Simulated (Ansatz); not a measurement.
HfN: transverse stress against strain

HfN (rock salt, Fm-3m, 11.152 Å³/atom at rest, cube axes along x, y and z) under a strain ε along a cube axis (axis z), the other axes held. LDA in Ansatz, a plane-wave DFT program (PAW, default set), 420 eV, 22×22×22 Γ-centred mesh, Fermi-Dirac smearing 0.10 eV; ions are relaxed within the symmetry of each cell. Stress is positive for a compressed cell.

Here s stands for strain and y for stress xx.

| strain (%) | stress xx (GPa) |
|---|---|
| -1.50 | 1.76 |
| -1.00 | 1.16 |
| -0.50 | 0.58 |
| 0.00 | 0.00 |
| 0.50 | -0.56 |
| 1.00 | -1.12 |
| 1.50 | -1.66 |
| 3.00 | ? |

The 7 complete rows are fitted with a straight line, y against s. Means: s 0, y 0.023. About the means, the sum of products is -7.9800 and the sum of squares of s is 7.0000; the slope is their ratio. Least squares gives y = 0.023 - 1.1400·s. Residuals (row less fit): 0.027, -0.003, -0.013, -0.023, -0.013, -0.003, 0.027; standard error 0.022 (degrees of freedom: 5). The slope gives the elastic constant C12 = 114 ± 0.8 GPa.

Q: What does the fit predict for y at s = 3.00, and how far is the calculated value from it?

A: y = 0.023 - 1.1400 × 3.0 = -3.397 GPa. The calculation gives -3.23 GPa, 0.167 GPa above the prediction (3.3 % of the range of y in the table). The row lies outside the fitted rows, so this is an extrapolation. From the scatter of the fitted rows alone, a prediction at this place has a standard error of 0.034 GPa, so the miss is 4.9 times that.

One order more, fitted to all 13 runs of the series, follows each within 0.01, so the miss is the next term of a smooth law. In a metal these values are sensitive to mesh and smearing; energies are taken to zero smearing, stresses follow the free energy. Rows are the converged runs of the series near zero and its far end; series whose fitted rows scatter by over a few per cent of the range, as at a crossing or softening among them, aren't shown in this form. Most that stay on the fit to the last digits aren't either.
